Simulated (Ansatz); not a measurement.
The starting structures come from a database of crystals and need not be the phases stable at ambient conditions.

Inside the gap of an insulator the Bloch states are evanescent, with a wavenumber k + iκ along the transport direction.

```xyz
2
Lattice="4.0043 0.0000 0.0000 -2.0021 3.4678 0.0000 2.0021 -1.1559 3.2695" Properties=species:S:1:pos:R:3 pbc="T T T"
Be     0.0000     0.0000     0.0000
Te     4.0043     0.0000     2.4521
```

The cell is taken as given.

Transport runs along the normal of the first two printed cell vectors, the (111) plane of the conventional cell.

No gap correction and no spin-orbit coupling; mid-gap is the computed energy nearest the middle.

Question: Predict the band gap and the smallest decay constant κ at mid-gap from r2SCAN (Ansatz, an electronic-structure program).

Answer: Gap 2.38 eV on a 10×10×10 mesh; κ = 0.162 1/Å, at the zone centre.
